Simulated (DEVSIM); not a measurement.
System: Au/SiO2/p-Si capacitor, at 250 K.

```tsv
layer (left to right)	material	thickness (nm)	Na (cm⁻³)
1	SiO2	5.30	-
2	Si	6900	3.4e14
```

Metal gate on the left, work function 5.1 eV. Fixed charge at the semiconductor interface 0 cm⁻² (in units of +e); no interface traps.

This is a model device: material constants are rounded textbook-type values typed into the input, and sizes, dopings and lifetimes were drawn at random. Values at 300 K; Nc and Nv go as T^1.5, mobilities as T to minus their exponent, the gap by Varshni's rule with the affinity fixed.

| parameter | SiO2 | Si |
|---|---|---|
| gap (eV) | 9 | 1.124 |
| affinity (eV) | 0.9 | 4.05 |
| permittivity | 3.9 | 11.7 |
| Nc (cm⁻³) | - | 2.86e19 |
| Nv (cm⁻³) | - | 3.1e19 |
| Varshni α (eV/K) | - | 0.000473 |
| Varshni β (K) | - | 636 |

Simulated with DEVSIM: 1D Poisson equation in equilibrium, Boltzmann statistics, complete ionisation; no quantum confinement or tunnelling. Metal contacts follow the ideal Schottky-Mott rule: no Fermi-level pinning, no interface dipoles.

**Question.** Tabulate band edges, carrier densities and field at 0.6 V on the gate.

**Answer.** Energies count from the Fermi level of the right contact; mesh points crowd at the junctions.

| x (μm) | Ec (eV) | Ev (eV) | n (cm⁻³) | p (cm⁻³) | field (V/cm) |
|---|---|---|---|---|---|
| 0.000 | 3.600 | -5.400 | < 1e2 | < 1e2 | 20000 |
| 0.001200 | 3.602 | -5.398 | < 1e2 | < 1e2 | 20000 |
| 0.003076 | 3.606 | -5.394 | < 1e2 | < 1e2 | 20000 |
| 0.004646 | 3.609 | -5.391 | < 1e2 | < 1e2 | 20000 |
| 0.006275 | 0.461 | -0.675 | 1.1e10 | 580000 | 6600 |
| 0.008957 | 0.463 | -0.673 | 1.0e10 | 630000 | 6600 |
| 0.01500 | 0.467 | -0.669 | 8.4e9 | 760000 | 6500 |
| 0.03738 | 0.481 | -0.655 | 4.3e9 | 1500000 | 6400 |
| 0.07912 | 0.508 | -0.628 | 1.3e9 | 5100000 | 6200 |
| 0.1733 | 0.564 | -0.572 | 9.3e7 | 6.9e7 | 5700 |
| 0.3987 | 0.679 | -0.457 | 440000 | 1.5e10 | 4500 |
| 1.171 | 0.877 | -0.259 | < 1e2 | 1.4e14 | 820 |
| 2.727 | 0.896 | -0.240 | < 1e2 | 3.4e14 | ≈ 0 |
| 4.967 | 0.896 | -0.240 | < 1e2 | 3.4e14 | ≈ 0 |
| 6.251 | 0.896 | -0.240 | < 1e2 | 3.4e14 | ≈ 0 |
| 6.625 | 0.896 | -0.240 | < 1e2 | 3.4e14 | ≈ 0 |
| 6.782 | 0.896 | -0.240 | < 1e2 | 3.4e14 | ≈ 0 |
| 6.851 | 0.896 | -0.240 | < 1e2 | 3.4e14 | ≈ 0 |
| 6.888 | 0.896 | -0.240 | < 1e2 | 3.4e14 | ≈ 0 |
| 6.899 | 0.896 | -0.240 | < 1e2 | 3.4e14 | ≈ 0 |
| 6.903 | 0.896 | -0.240 | < 1e2 | 3.4e14 | ≈ 0 |
| 6.905 | 0.896 | -0.240 | < 1e2 | 3.4e14 | ≈ 0 |
